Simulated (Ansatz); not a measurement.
**SnS2, pressure series**

Base system: SnS$_{2}$ in the CdI2 type structure (space group P-3m1, No. 164; a = 3.626 Å, c = 5.573 Å; layered, stacked along the Cartesian z axis).

Cell and atoms are relaxed at each pressure.

Computed with PBEsol-D3(BJ), PAW, 420 eV (Ansatz, a first-principles code; no spin-orbit coupling).

Candidates:
(a) pressure 30 GPa
(b) pressure 1.8 GPa
(c) pressure 45 GPa
(d) pressure −1 GPa
(e) pressure 18 GPa

Before the change:

```
Property   Result
---------  ------
c/a ratio   1.537
```

### Question
Order them by c/a ratio, lowest first.

### Answer
(c) pressure 45 GPa (1.379), (a) pressure 30 GPa (1.383), (e) pressure 18 GPa (1.401), (b) pressure 1.8 GPa (1.502), (d) pressure −1 GPa (1.569)

A case with no gap was solved on a k-mesh chosen for an insulator, which is coarse for it. Load acts through the strain it causes; cell and atoms are relaxed under it. No phonon test of stability was made. Competing high-pressure phases were not computed. The final runs are not spin-polarised.
